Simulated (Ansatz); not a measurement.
Consider Hf in the hcp (Mg type) structure (space group P6_3/mmc, No. 194; a = 3.204 Å, c = 5.073 Å; relaxed with 0.1 eV smearing). Axes: x lies along a and z along c of the hexagonal cell.

Level of theory: plane-wave PAW DFT at the PBE level (Ansatz, a quantum-chemistry and plane-wave program, 420 eV), scalar-relativistic without spin-orbit coupling.

Modification: the cell is compressed by 3.00 % along z with no lateral relaxation, atoms relaxed at fixed cell.

Question: Predict the stress tensor and what it implies for the stiffness.

Answer: Stress of the strained cell less that of the base (GPa, compression positive):
```
    2.2     0.0     0.0
    0.0     2.2     0.0
    0.0     0.0     6.3
```

Then −Δσ_ii/ε with ε = -0.0300 gives secant stiffness values (nonlinear terms included at this strain): C33 ≈ 212 GPa, C13 ≈ 73 GPa and C23 ≈ 73 GPa.

As a check, the harmonic strain energy −½ V₀ Δσ:ε is 13 meV/atom; the computed energy rise is 13 meV/atom.

Stability against distortions was not tested. All final runs are without spin polarisation.
